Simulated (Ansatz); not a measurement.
Ansatz (a quantum-chemistry and plane-wave program) run on NbIr (P4/mmm, 2 atoms in the cell): relaxation of cell and atoms.

Level of theory: LDA (PW92), PAW files made with PBE (plane waves; Ansatz).

```
NbIr
1.0
    2.87823     0.00000     0.00000
    0.00000     2.87823     0.00000
    0.00000     0.00000     3.87415
Nb Ir
1 1
Direct
  0.50000   0.50000   0.50000
  0.00000   0.00000   0.00000
```

Reference input (self-consistent single point, DFT, LDA (PW92), plane waves, PAW files made with PBE): kpoints.mp_grid.grid = 9 9 7; hamiltonian.xc = lda; hamiltonian.pseudopotentials = {kind: paw} (the program's default PAW files); scf.occupations.method = fermi_dirac; scf.occupations.width = 0.0073 Ry. This run's input differs from it in these lines:

```diff
@@ -21,2 +21,4 @@
     width: 0.0073 Ry
+relax:
+  cell: {}
 output:
```

The program printed (abridged):

```
   [... SCF lines of the steps left out ...]
relax step   1: F+E_penalty+E_count = -16108.21303861 eV  Δ(F+E_penalty+E_count) = +0.000e0 eV  max|allowed force component| = 1.114e-29 eV/Å  Δτ_max = 0.0000 Å  P = -12.655 GPa  Ω = 32.094 Å³  (7 SCF iters, dr2 threshold 1.00e-7 eV, accepted)
relax step   2: F+E_penalty+E_count = -16108.07609710 eV  Δ(F+E_penalty+E_count) = +1.369e-1 eV  max|allowed force component| = 6.705e-29 eV/Å  Δτ_max = 0.0000 Å  P = +29.118 GPa  Ω = 28.125 Å³  energy of the carried Pulay correction = +6.837e-4 eV  [...]
   [... lines left out ...]
relax step   5: F+E_penalty+E_count = -16108.28032299 eV  Δ(F+E_penalty+E_count) = -1.257e-5 eV  max|allowed force component| = 1.676e-30 eV/Å  Δτ_max = 0.0000 Å  P = +0.009 GPa  Ω = 30.551 Å³  energy of the carried Pulay correction = +2.552e-4 eV  [...]
relax step   6: F+E_penalty+E_count = -16108.28006742 eV  Δ(F+E_penalty+E_count) = +2.556e-4 eV  max|allowed force component| = 1.479e-30 eV/Å  Δτ_max = 0.0000 Å  P = +0.009 GPa  Ω = 30.551 Å³  stress off target by 2.68e-2 GPa  SCF on the basis [...]
basis re-selected at this cell: Δ(F+E_penalty+E_count) = +2.556e-4 eV, ΔP = -0.000 GPa vs the last step
the relaxation is at rest under the 16 symmetry operations that the run kept from its start: a minimum is not shown …
Stability not checked: this state was not tested for a lower state beside it, because too few of the mixer's solves of this state at the end of the SCF gave a …
Free energy (F): -16108.280067 eV
Internal energy: -16108.224508 eV  (E = F + TS)
   [... lines left out ...]
Fermi energy:    22.154392 eV
   [... lines left out ...]
to start a new deck from the relaxed geometry:
  cell:  # Å, volume = 30.5509 Å³
    - [2.8141774883861137, -5.123908693754214e-34, 0.0]
    - [-1.6352900086449618e-34, 2.8141774883861137, 0.0]
    - [0.0, 0.0, 3.857632426493684]
  atoms:
    - { symbol: Nb, position: [0.5, 0.5, 0.5] }
    - { symbol: Ir, position: [3.217223493417518e-86, -4.1657693715885576e-36, 0.0] }
```

The run converged.  The full log also holds: “iter 4 did not close the SCF: its close was put off for the readings that it lacked (scf_convergence_deferred on its scf_iter line)”. The full log also holds: “iter 5 did not close the SCF: its close was put off for the readings that it lacked (scf_convergence_deferred on its scf_iter line)”.

Summary of the result:
```
Item                                                                                                                Result
-----------------------------------------------  -------------------------------------------------------------------------
Free energy E − TS (on the zero of these files)                                                             -16108.2801 eV
Fermi level (on the code's own zero)                                                                              22.15 eV
Pressure                                                                                                          0.01 GPa
Final cell                                       a = 2.814 Å, b = 2.814 Å, c = 3.858 Å, α = 90.00°, β = 90.00°, γ = 90.00°
Final volume per atom                                                                                             15.28 Å³
Relaxation steps                                                                                                         6
```

The starting cell comes from a database of computed structures (which also holds hypothetical and non-ambient phases and stackings), without a prior relaxation at this level. Spin polarisation is off. The relaxation keeps the symmetry of its start, so its end need not be a minimum. Ansatz's pressure includes its estimate of the finite-basis (Pulay) stress.

Keys are those of Ansatz 0.2.
